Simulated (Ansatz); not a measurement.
## Effect of uniaxial strain ε_yy = −0.86 % on SiO2

Base system: SiO$_{2}$ (space group P4_12_12, No. 92; a = 5.0289 Å, c = 7.0108 Å). Axes: x, y, z lie along a, b, c of the conventional cell.

It is then changed as follows: uniaxial strain ε_yy = −0.86 %, all other strain components held at zero; the atoms relax in the strained cell.

Calculations: Ansatz (a program for electronic structure) PBEsol, spin-orbit coupling left out, earlier PAW set. Γ-centred 5×5×4 mesh, Fermi–Dirac width 0.05 eV.

The volume per atom decreases by 0.13 Å³ to 14.65 Å³ and the space group becomes P2_12_12_1 (No. 19) (base: P4_12_12 (No. 92)). The energy stays essentially unchanged and the pressure (mean of the normal stresses, compression positive) goes from zero to 0.15 GPa. The band gap rises by 0.02 eV, from 5.57 eV to 5.59 eV and the gap character is still direct at Γ. The electron mass stays 0.54 mₑ (at Γ) and the valence-band top at Γ (three highest levels, from the VBM) goes from 0.00, -0.28, -0.28 eV to 0.00, -0.27, -0.31 eV. The largest internal atomic displacement amounts to 0.041 Å and the stress (xx, yy, zz, yz, xz, xy; compression positive) comes out as (0.04, 0.46, -0.06, 0.00, 0.00, 0.00) GPa.

Effective masses come from finite differences of ±0.01 Å⁻¹. Stability against distortions was not tested. Labels are those of the standard path for the cell's own space group.
